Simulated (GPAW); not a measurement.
**Convergence study of the k-point mesh for K (Im-3m, 1 atom in the cell)**

```yaml
crystal:
  lattice:
    - [-2.65320, 2.65320, 2.65320]
    - [2.65320, -2.65320, 2.65320]
    - [2.65320, 2.65320, -2.65320]
  atoms:
    - { symbol: K, position: [0.00000, 0.00000, 0.00000] }
```

Method: PBE, GPAW PAW datasets PBE (gpaw-data 1.0.1) (plane waves; GPAW 25.7.0).

Base settings: mode = pw; ecut = 600 eV; xc = PBE; kpts = 6 6 6; mesh shift (steps) = 0 0 0; occupations.name = fermi-dirac; occupations.width = 0.1 eV; nbands = -7; convergence.density = 1e-05 e/electron; convergence.energy = 1e-05 eV/electron.

Only quantities that move along the ladder and can be compared are tabulated.

The count of work is k-points × plane waves × bands × iterations; it is no time. 

The starting cell has typed, rounded lattice constants, without a prior relaxation at this level. Its lattice was rescaled by up to half a per cent.

Steps (kpts): 2 2 2; 3 3 3; 4 4 4; 6 6 6; 7 7 7; 9 9 9; 11 11 11; 14 14 14; 15 15 15; 19 19 19; 23 23 23.

Problem. What is the coarsest kpts that holds the free energy within 1 meV/atom of the last step, with all finer ones?

Solution. 11 11 11, at 0.15 of the last step's count of work; the step before is off by 1.5 meV/atom.

Problem. What is the coarsest kpts that holds the pressure within 0.2 GPa of the last step, with all finer ones?

Solution. 3 3 3, at 0.0094 of the last step's count of work; the step before is off by 0.36 GPa.

| kpts | free energy less the last step's (meV/atom) | pressure (GPa) | count of work / last |
|---|---|---|---|
| 2 2 2 | 508.33 | 0.31 | 0.0082 |
| 3 3 3 | -87.94 | -0.17 | 0.0094 |
| 4 4 4 | 39.19 | 0.03 | 0.020 |
| 6 6 6 | 7.75 | -0.03 | 0.041 |
| 7 7 7 | -2.04 | -0.05 | 0.055 |
| 9 9 9 | -1.47 | -0.05 | 0.10 |
| 11 11 11 | -0.44 | -0.05 | 0.15 |
| 14 14 14 | -0.05 | -0.05 | 0.31 |
| 15 15 15 | 0.06 | -0.05 | 0.33 |
| 19 19 19 | 0.01 | -0.05 | 0.60 |
| 23 23 23 | 0.00 | -0.05 | 1.0 |
